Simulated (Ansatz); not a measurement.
We consider ZrSi2 (Cmcm, No. 63), described by LDA in Ansatz (PAW).

Excerpt of the program's output:

```
Relaxation: its limit of steps is 80 (relax.max_steps)
Crystal: 6 atoms, lattice volume = 98.081 Å³
Basis set: ecut = 520 eV, 2653 PW (Γ), FFT grids on a1+a2, a2, a3, exchange–correlation on 60×120×60 points (8 copies of the dense FFT grid, shifted against one another)
Bands: 26, of which v1, the nominal top of the filled ones, is band 20 counted from 1 (19 counted from 0)
Symmetry: 8 space group operations
Space group: Cmcm (ITA 63), of the structure as read, at distance tolerance 4.6e-5 Å
k-points: 657 of 4096
Initial density: superposition of atomic densities (chi_scale 0.1, normalization cell, long waves kept (reshape's long-wave potential 0.06 eV rms))
Functional: x = slater, c = lda
SCF iter   1: F=—  HF=-10594.749629 eV  |F-HF|=—  |Δ(HF+E_count)|=         —  Δρ=3.18e-2  dr2=3.31e0
SCF iter   2: F=—  HF=-10594.340909 eV  |F-HF|=—  |Δ(HF+E_count)|=   4.09e-1  Δρ=1.87e-2  dr2=1.09e0
  ...
SCF 1 converged in 7 iterations: F = -10594.118691 eV  dr2 = 1.65e-8
Crystal: 6 atoms, lattice volume = 98.081 Å³
Basis set: ecut = 520 eV, 2661 PW (Γ), FFT grids on a1+a2, a2, a3, exchange–correlation on 60×120×60 points (8 copies of the dense FFT grid, shifted against one another)
  ...
Crystal: 6 atoms, lattice volume = 98.081 Å³
SCF 4 converged in 5 iterations: F = -10594.119427 eV  dr2 = 3.31e-9
Crystal: 6 atoms, lattice volume = 98.081 Å³
Basis set: ecut = 520 eV, 2657 PW (Γ), FFT grids on a1+a2, a2, a3, exchange–correlation on 60×120×60 points (8 copies of the dense FFT grid, shifted against one another)
SCF 5 converged in 7 iterations: F = -10594.119568 eV  dr2 = 6.45e-12
Crystal: 6 atoms, lattice volume = 98.081 Å³
SCF 6 converged in 3 iterations: F = -10594.119570 eV  dr2 = 1.66e-9
Crystal: 6 atoms, lattice volume = 98.081 Å³
SCF iter   4: F=—  HF=-10594.119571 eV  |F-HF|=—  |Δ(HF+E_count)|=  1.82e-11  Δρ=1.74e-7  dr2=1.12e-11
SCF iter   5: F=-10594.119571 eV  HF=-10594.119571 eV  |F-HF|=5.46e-12  |Δ(HF+E_count)|=  3.64e-12  Δρ=6.02e-8  dr2=2.20e-12
SCF 7 converged in 5 iterations: F = -10594.119571 eV  dr2 = 2.20e-12
SCF converged after 5 iterations
Free energy (F): -10594.119571 eV
Internal energy: -10594.108433 eV  (E = F + TS)
E sigma→0 (E₀):  -10594.114002 eV
Fermi energy:    12.751786 eV
--- Forces (eV/Å), atoms counted from 1 ---
  atom   1  Zr    -0.00000000     0.00013360    -0.00000000
  atom   2  Zr     0.00000000    -0.00013360     0.00000000
  atom   3  Si     0.00000000    -0.00007312     0.00000000
  atom   4  Si     0.00000000     0.00007312    -0.00000000
  atom   5  Si     0.00000000    -0.00018687     0.00000000
  atom   6  Si     0.00000000     0.00018687     0.00000000
--- Stress (GPa, compression-positive) ---
       -2.622405       0.000000       0.000000
        0.000000      -2.624212       0.000000
        0.000000       0.000000      -2.624110
  P = ⅓ Tr σ = -2.6236 GPa (-26.236 kbar)
```

Question: Write an input file that could have produced this run (the log leaves some choices open).

Answer: One answer among several that fit: 
Ansatz 0.2 input:
```yaml
crystal:
  lattice:
    - [1.8365370443, -7.2967118835, 0.0]
    - [1.8365370443, 7.2967118835, 0.0]
    - [0.0, 0.0, 3.6595404426]
  atoms:
    - { symbol: Zr, position: [0.8951881832, 0.1048118168, 0.75] }
    - { symbol: Zr, position: [0.1048118168, 0.8951881832, 0.25] }
    - { symbol: Si, position: [0.4462270992, 0.5537729008, 0.25] }
    - { symbol: Si, position: [0.5537729008, 0.4462270992, 0.75] }
    - { symbol: Si, position: [0.2501656452, 0.7498343548, 0.75] }
    - { symbol: Si, position: [0.7498343548, 0.2501656452, 0.25] }
basis:
  ecutwfc: 520
  ecutrho_ratio: 4
  xc_grid: 2
kpoints:
  mp_grid: { grid: [16, 16, 16] }
hamiltonian:
  xc: lda
  dispersion: none
  pseudopotentials: { azcp: { folder: ./paw }, kind: paw }
scf:
  occupations: { method: fermi_dirac, width: 0.05 }
output:
  forces: true
  stress: true
  eigenvalues: true
relax:
  f_tol: 0.004
  escape_saddle: false
  max_steps: 80
  cell: { stress_tol: 0.02, fix: [volume] }
```

The cell is one volume of an energy–volume scan, off the minimum.

The PAW data were made under PBE.

Note: the relaxation could not lower the start's symmetry, so the cell can be a saddle point above a distorted one.

Ansatz is a first-principles code.
